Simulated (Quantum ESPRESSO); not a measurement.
Input and output of a self-consistent single point for HfIr3 (Pm-3m, 4 atoms in the cell) (Quantum ESPRESSO).

Method of the run: PBEsol, PseudoDojo standard norm-conserving (PBESOL) pseudopotentials (plane waves; Quantum ESPRESSO).

The change in words: lattice scaled by 0.98. Reference geometry:
```
HfIr3
1.0
    3.87090     0.00000     0.00000
    0.00000     3.87090     0.00000
    0.00000     0.00000     3.87090
Hf Ir
1 3
Direct
  0.00000   0.00000   0.00000
  0.00000   0.50000   0.50000
  0.50000   0.00000   0.50000
  0.50000   0.50000   0.00000
```

Reference input (self-consistent single point, DFT, PBEsol, plane waves, PseudoDojo standard norm-conserving (PBESOL) pseudopotentials): ecutwfc = 70 Ry; occupations = smearing; smearing = gauss; degauss = 0.0147 Ry; potentials = {Hf: Hf.upf, Ir: Ir.upf}; K_POINTS = automatic 7 7 7 0 0 0; conv_thr = 1e-09 Ry. This run's input differs from it in these lines:

```diff
@@ -24,5 +24,5 @@
 CELL_PARAMETERS {angstrom}
-   3.8709020000     0.0000000000     0.0000000000
-   0.0000000000     3.8709020000     0.0000000000
-   0.0000000000     0.0000000000     3.8709020000
+   3.7934840000     0.0000000000     0.0000000000
+   0.0000000000     3.7934840000     0.0000000000
+   0.0000000000     0.0000000000     3.7934840000
 ATOMIC_POSITIONS {crystal}
```

Output, abridged:

```
     Self-consistent Calculation

     iteration #  1     ecut=    70.00 Ry     beta= 0.70

     Threshold (ethr) on eigenvalues was too large:
     Diagonalizing with lowered threshold

     total energy              =    -802.11985788 Ry
     estimated scf accuracy    <       0.09462924 Ry

     iteration #  2     ecut=    70.00 Ry     beta= 0.70

     total energy              =    -802.11933268 Ry
     estimated scf accuracy    <       0.10016169 Ry

     iteration #  3     ecut=    70.00 Ry     beta= 0.70

     total energy              =    -802.14537681 Ry
     estimated scf accuracy    <       0.01490340 Ry

   [... 4 blocks of this kind left out ...]

     iteration #  8     ecut=    70.00 Ry     beta= 0.70

     total energy              =    -802.14779002 Ry
     estimated scf accuracy    <       0.00000008 Ry

     iteration #  9     ecut=    70.00 Ry     beta= 0.70
     End of self-consistent calculation

     the Fermi energy is    25.7634 ev

!    total energy              =    -802.14779004 Ry
     estimated scf accuracy    <          1.7E-10 Ry
     smearing contrib. (-TS)   =      -0.00379234 Ry
     internal energy E=F+TS    =    -802.14399770 Ry

     convergence has been achieved in   9 iterations

     Forces acting on atoms (cartesian axes, Ry/au):

     atom    1 type  1   force =     0.00000000    0.00000000    0.00000000
   [... zero for the other atoms too ...]

     Total force =     0.000000     Total SCF correction =     0.000000

          total   stress  (Ry/bohr**3)                   (kbar)     P=      385.61
   0.00262134   0.00000000   0.00000000          385.61        0.00        0.00
   0.00000000   0.00262134   0.00000000            0.00      385.61        0.00
   0.00000000   0.00000000   0.00262134            0.00        0.00      385.61

   JOB DONE.
```

The run converged in 9 iterations. Against the reference run the free energy goes up by 134 meV/atom and the pressure goes from 13.12 to 38.56 GPa.

The starting cell comes from a database of computed structures (which also holds hypothetical and non-ambient phases and stackings), without a prior relaxation at this level. Its lattice was rescaled by a random factor within 2.5 % of one. For this run, on top of that: lattice scaled by 0.98. Spin polarisation is off. With a pressure of about 39 GPa the cell is away from its equilibrium volume at this level.

Cost on one core of a shared machine: roughly 60 s.
